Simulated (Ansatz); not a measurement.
A computed series for In2Si2O7: pressure series

Start from In2Si2O7 (space group C2/m, No. 12; a = 6.6320 Å, b = 8.6496 Å, c = 4.7251 Å, α = 90.00°, β = 102.67°, γ = 90.00°).

Cell and atoms are relaxed at each pressure.

All numbers come from PBEsol in Ansatz (plane waves to 420 eV, PAW, no spin-orbit coupling).

Notes on the quantities. enthalpy: H = E + PV relative to the base's energy.

```csv
change,enthalpy,density,band gap
base,–,5.00 g/cm³,2.87 eV
pressure −2 GPa,-0.15 eV/atom,___,___
pressure −1 GPa,-0.08 eV/atom,4.96 g/cm³,2.82 eV
pressure 0.3 GPa,+0.02 eV/atom,5.00 g/cm³,2.88 eV
pressure 0.7 GPa,+0.05 eV/atom,5.02 g/cm³,2.90 eV
pressure 3 GPa,+0.22 eV/atom,5.09 g/cm³,3.01 eV
pressure 5 GPa,+0.37 eV/atom,5.15 g/cm³,3.09 eV
pressure 7.5 GPa,+0.55 eV/atom,5.22 g/cm³,3.19 eV
pressure 10 GPa,+0.73 eV/atom,5.29 g/cm³,3.28 eV
```

Problem. What belongs in the blanks?

Solution. 
- pressure −2 GPa, density: 4.93 g/cm³
- pressure −2 GPa, band gap: 2.77 eV

Load acts through the strain it causes; cell and atoms are relaxed under it. No phonon test of stability was made. Competing high-pressure phases were not computed.

Ansatz is a program for electronic structure.
